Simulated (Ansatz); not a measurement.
# ZnS: band gap against strain

ZnS (zinc blende, F-43m, 18.576 Å³/atom at rest, cube axes along x, y and z) under a strain ε along a cube axis (axis z), the other axes held. LDA in Ansatz, a plane-wave DFT program (PAW, default set), 420 eV, 11×11×11 Γ-centred mesh, Fermi-Dirac smearing 0.05 eV; ions are relaxed within the symmetry of each cell. Gaps are the smallest over the k-mesh and a band path, without spin-orbit coupling; in all rows the valence edge lies at Γ and the conduction edge at Γ.

Here s stands for strain and Eg for gap.

```csv
strain (%),gap (eV)
-3.00,?
-1.50,2.156
-1.00,2.146
-0.50,2.136
0.00,2.125
```

Using a straight line, estimate the missing Eg at s = -3.00 from the other rows, showing the fit.

Means: s -0.75000, Eg 2.1407. About the means, the sum of products is -0.025750 and the sum of squares of s is 1.2500; the slope is their ratio. Least squares gives Eg = 2.1253 - 0.02060·s. Residuals (row less fit): -0.0002, 0.0001, 0.0004, -0.0003; standard error 0.0004 (degrees of freedom: 2). Over these rows the gap moves by -2.1 ± 0.03 eV per unit strain. At the withheld row, Eg = 2.1253 - 0.02060 × (-3.0) = 2.1871 eV. The calculation gives 2.189 eV, 0.0019 eV above the prediction (3.0 % of the range of Eg in the table). The row lies outside the fitted rows, so this is an extrapolation. The fitted rows scatter only by rounding.

Rows are the converged runs of the series near zero and its far end; series whose fitted rows scatter by over a few per cent of the range, as at a crossing or softening among them, aren't shown in this form. Most that stay on the fit to the last digits aren't either.
